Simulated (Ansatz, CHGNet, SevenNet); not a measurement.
# HfN (model structure, started from the NbAs type, I4₁md, No. 109, 4 atoms in the cell): c axis length by level of theory

No measured value is used here.

```tsv
level (code)	value (Å)
CHGNet 0.3.0	10.873
CHGNet-r²SCAN	10.946
SevenNet-l3i5	10.933
LDA (Ansatz)	___
PBE (Ansatz)	___
PBEsol (Ansatz)	10.734
PBE-D3(BJ) (Ansatz)	10.768
r²SCAN (Ansatz)	___
r²SCAN+rVV10 (Ansatz)	10.765
```

Problem. Fill in the missing entries.

Solution. 
- LDA (Ansatz, a program for electronic structure), value (Å): 10.658
- PBE (Ansatz), value (Å): 10.841
- r²SCAN (Ansatz), value (Å): 10.791

Density-functional levels without +SOC have no spin–orbit coupling. Cutoffs differ between the levels. Ansatz's density-functional and Hartree–Fock values are scalar-relativistic unless marked +SOC, with PAW data made under PBE.

Machine-learned potentials (CHGNet 0.3.0, CHGNet-r²SCAN, SevenNet-l3i5) are trained on DFT data: a solid inside that data is no test of them.

A model structure was made by putting elements into a prototype or built by hand; it is no filed structure, need not be a known phase, and can be a saddle point held by its symmetry.
